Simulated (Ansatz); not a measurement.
Consider the following.

End structure of Br on the 1x1 (110) surface of bcc W, one in a 2x2 cell, started at the site 'hollow W-W-W':

```xyz
17
Lattice="5.5154 0.0000 0.0000 -1.8385 5.1999 0.0000 0.0000 0.0000 26.0000" Properties=species:S:1:pos:R:3 pbc="T T T"
W      0.9192     1.3000     9.6951
W      0.0000     3.8999     9.6951
W      3.6769     1.3000     9.6951
W      2.7577     3.8999     9.6951
W      0.0000     0.0000    11.8698
W     -0.9192     2.6000    11.8698
W      2.7577     0.0000    11.8698
W      1.8385     2.6000    11.8698
W      0.9183     1.3006    14.1265
W     -0.0005     3.8955    14.1390
W      3.6809     1.3019    14.1390
W      2.7711     3.8904    14.1117
W      0.0320    -0.0156    16.3262
W     -0.9729     2.6379    16.3462
W      2.7911    -0.0236    16.2707
W      1.8639     2.5750    16.3262
Br     0.3254     1.7199    18.4488
```

Set-up: 17 atoms, 6.6 Å thick at the start under the adsorbate (thin: gaps and levels are the slab's own); mesh 6x6x1; 0.1 eV smearing; dipole correction on; single point; on the structure that PBE left under its start's symmetry; no spin, no spin-orbit, no U, no dispersion correction. At the end it is bonded to 3 W. In PBE it is, or lies within 0.03 eV of, the lowest of the starts that converged; the order may differ at this level.

A negative adsorption energy means that the adsorbate is more stable on the surface than in its reference.

Question: Predict the change of the step from the bottom to the top vacuum level, against the clean slab from r2SCAN, at the PBE geometry (Ansatz, a program for electronic structure).

Answer: -0.55 eV

Question: What adsorption energy against ½ Br2(g) at the same level does r2SCAN, at the PBE geometry give?

Answer: -2.70 eV

Question: Give the change of the work function at the level r2SCAN, at the PBE geometry.

Answer: -0.56 eV

Question: What is the computed work function of the top face (r2SCAN, at the PBE geometry)?

Answer: 4.34 eV
